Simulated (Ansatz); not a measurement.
The starting structures come from a database of crystals and need not be the phases stable at ambient conditions.

By PBEsol, the system below comes out a metal.

Without scattering a metal conducts by its projected Fermi surface.

Consider the following.

```
CELL_PARAMETERS angstrom
      3.86250     0.00000     0.00000
      0.00000     5.71722     0.00000
      0.00000     2.85861     1.65042
ATOMIC_POSITIONS crystal
  Y  0.00000 0.00000 0.00000
  B  0.50000 0.66667 0.00000
  B  0.50000 0.33333 0.00000
```

Space group of this cell: P6/mmm. The cell is taken as given; by PBEsol its mean pressure is -4.4 GPa.

The current flows along the normal of the first two printed cell vectors, the (110) plane of the conventional cell. No spin-orbit coupling; the value is a mean over 0.1 eV about the Fermi level.

Problem. Give the ballistic conductance per area that PBEsol run with Ansatz (a first-principles code) yields.

Solution. 0.70 × 10¹⁵ S/m² for both spins.
